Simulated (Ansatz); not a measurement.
## What pressure −2 GPa does to LaAs

Take LaAs in the rock salt structure (space group Fm-3m, No. 225; a = 6.2010 Å; a model cell) as the base.

The change: a negative pressure, −2 GPa.

Calculations: Ansatz (an electronic-structure program) r2SCAN, no spin-orbit coupling. Γ-centred 13×13×13 mesh, Fermi–Dirac width 0.05 eV.

The volume per atom increases by 0.926 Å³ (29.81 Å³ → 30.73 Å³) and the density falls by 0.18 g/cm³, from 5.96 g/cm³ to 5.78 g/cm³. The shortest interatomic distance goes up by 0.0318 Å (3.101 Å → 3.132 Å) and the enthalpy H = E + PV relative to the base's energy is -0.38 eV/atom. The band gap increases by 0.07 eV, from 0.08 eV to 0.15 eV and the gap character is still indirect, Γ → X. The smallest direct gap goes up by 0.09 eV (0.41 eV → 0.50 eV) and the mean gap deformation potential ΔEg/Δln V amounts to +2.2 eV. The width of the top valence band drops by 0.07 eV, from 1.84 eV to 1.77 eV and the electron mass comes out as 1.4 mₑ along k, 0.11 mₑ across (at X). The hole mass (degenerate bands, along [100]) goes from 0.12, 0.76, 0.76 mₑ (at Γ) to 0.12, 0.78, 0.78 mₑ (at Γ).

Final structure:

```
LaAs
1.0
    0.00000     3.13231     3.13231
    3.13231     0.00000     3.13231
    3.13231     3.13231     0.00000
As La
1 1
Cartesian
  0.00000   0.00000   0.00000
  3.13231   3.13231   3.13231
```

Load acts through the strain it causes; cell and atoms are relaxed under it. Masses are band curvatures over ±0.01 Å⁻¹ around the edge. Along k means along the line from Γ to the band edge. Whether these cells are dynamically stable was not tested. A zero or small gap of LaAs can be the functional's error rather than a property of the material.
